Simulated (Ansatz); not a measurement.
Base system: Ga2O3 in the corundum structure (space group R-3c, No. 167; a = 5.000 Å, c = 13.449 Å (hexagonal axes)).

Computed with Kohn–Sham DFT with the PBEsol functional, run in Ansatz (a program for electronic structure) with PAW and 420 eV plane waves, no spin-orbit coupling.

For the base:

```
Quantity              Result
-------------------  -------
Lattice parameter a  5.000 Å
Band gap             2.70 eV
```

The change: cell and atoms relaxed at a pressure of 4.5 GPa.

Task: Predict the new lattice parameter a and band gap.

Result: The lattice parameter a shrinks by 0.0287 Å (5.000 Å → 4.972 Å); the band gap rises by 0.21 eV to 2.91 eV.

Load acts through the strain it causes; cell and atoms are relaxed under it. No phonon test of stability was made.
